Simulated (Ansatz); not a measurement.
Reference: MgS (Fm-3m), HSE06, rigid bands (plane waves, PAW, scalar-relativistic; Ansatz, an electronic-structure program); geometry: cell and atoms relaxed with PBEsol.

MgS has the cubic space group Fm-3m (No. 225), the rock salt structure, Pearson symbol cF8. Lattice parameters: a = b = c = 5.182 Å, α = β = γ = 90.00°. Mg on 4a is coordinated by 6 S at 2.591 Å (octahedral). S on 4b is coordinated by 6 Mg at 2.591 Å (octahedral). (Neighbours: up to the widest gap in distance over summed covalent radii, below 1.35, at either atom; cation-cation and far metal-metal contacts left out.)
(The calculation used a cell of 2 atoms; values per cell refer to that cell.)

band gap: 3.83 eV
electron conductivity mass: 0.35 mₑ
hole conductivity mass: 0.95 mₑ
Seebeck coefficient, n-type 1e19 cm⁻³: -258 μV/K

**Question.** Replace S by O on the same sites and relax. What happens?

**Answer.** MgO (Fm-3m): volume per atom 17.4 to 9.4 Å³; band gap rises (3.83 eV to 6.47 eV); electron conductivity mass stays about the same (0.35 mₑ to 0.36 mₑ); hole conductivity mass rises (0.95 mₑ to 2.1 mₑ); Seebeck coefficient, n-type 1e19 cm⁻³ falls in size (-258 μV/K to -175 μV/K).

Moves up to 5 % count as about the same. Masses are for dilute carriers at 300 K, harmonic means over directions unless an axis is named. Seebeck coefficients are for the stated density at 300 K, with one relaxation time for all states and whether or not that doping can be reached. Spin-orbit coupling is left out.
